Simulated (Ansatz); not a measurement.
## A computed series for Ir: response to strain

Base system: Ir in the fcc (Cu type) structure (space group Fm-3m, No. 225; a = 3.845 Å; relaxed with 0.1 eV smearing). Axes: x, y, z lie along the cube axes.

Strains are applied to the cell and any free atomic positions relax; under biaxial strain the out-of-plane vector relaxes too.

Calculations: r2SCAN/PAW in Ansatz (a quantum-chemistry and plane-wave program), no spin-orbit coupling.

Notes on the quantities. energy relative to the base: free energy F; pressure: mean of the normal stresses, compression positive.

```json
[
 {"variant": "base", "energy relative to the base": "0 meV/atom", "out-of-plane strain": "–", "pressure": "0.0 GPa"},
 {"variant": "biaxial strain +0.50 %, plane normal [001], relaxed out of plane", "energy relative to the base": "+1.5 meV/atom", "out-of-plane strain": "-0.39 %", "pressure": "-2.2 GPa"},
 {"variant": "biaxial strain +1.00 %, plane normal [001], relaxed out of plane", "energy relative to the base": "+5.9 meV/atom", "out-of-plane strain": "-0.78 %", "pressure": "-4.3 GPa"},
 {"variant": "biaxial strain +1.50 %, plane normal [001], relaxed out of plane", "energy relative to the base": "+13 meV/atom", "out-of-plane strain": "-1.16 %", "pressure": "-6.3 GPa"},
 {"variant": "biaxial strain +2.00 %, plane normal [001], relaxed out of plane", "energy relative to the base": "+23 meV/atom", "out-of-plane strain": "-1.54 %", "pressure": "-8.2 GPa"},
 {"variant": "biaxial strain +2.50 %, plane normal [001], relaxed out of plane", "energy relative to the base": "+35 meV/atom", "out-of-plane strain": "-1.93 %", "pressure": "-10.0 GPa"},
 {"variant": "biaxial strain +3.00 %, plane normal [001], relaxed out of plane", "energy relative to the base": "+50 meV/atom", "out-of-plane strain": "-2.31 %", "pressure": "-11.7 GPa"}
]
```

Stability against distortions was not tested. The final runs are not spin-polarised.
